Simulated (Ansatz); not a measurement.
**TaN (P-62m): resistivity and electron-phonon coupling**

```
CELL_PARAMETERS angstrom
      5.18025     0.00000     0.00000
     -2.59012     4.48623     0.00000
      0.00000     0.00000     2.89466
ATOMIC_POSITIONS crystal
  Ta 0.00000 0.00000 0.00000
  Ta 0.33333 0.66667 0.50000
  Ta 0.66667 0.33333 0.50000
  N  0.39331 0.00000 0.00000
  N  0.60669 0.60669 0.00000
  N  0.00000 0.39331 0.00000
```

Computed with PBEsol, DFPT electron-phonon coupling, linearised Boltzmann equation (plane waves, PAW, scalar-relativistic; Ansatz, a first-principles code). Geometry: relaxed with this functional, without spin-orbit coupling.

| Property | Value |
|---|---|
| resistivity at 300 K | 10.9 (x), 10.9 (y), 11.3 (z) μΩ·cm |
| resistivity at 77 K | 0.98 (x), 0.98 (y), 0.88 (z) μΩ·cm |
| electron mean free path at 300 K (weighted by the current that each state carries) | 32 (x), 32 (y), 36 (z) nm |
| electron-phonon coupling λ | 0.115 |
| transport coupling λ_tr | 0.120 (x), 0.120 (y), 0.126 (z) |
| logarithmic mean phonon energy | 29 meV |
| density of states at the Fermi level | 0.27 states/(eV·spin·cell) |
| Drude plasma energy | 3.3 (x), 3.3 (y), 3.2 (z) eV |

A metal at this level (no band gap). Only scattering by harmonic phonons is included (no impurities, grain boundaries, electron-electron scattering or thermal expansion). Spin-orbit coupling is left out, which matters with elements this heavy. Halving the electron mesh (20x20x28) moves the resistivity by up to 11 % at 300 K, the mean free path by up to 9 %, the coupling by up to 3 %. Smearing 0.20 eV; phonons on a 3x3x5 q mesh, which this run doesn't test and which matters most at low temperature.
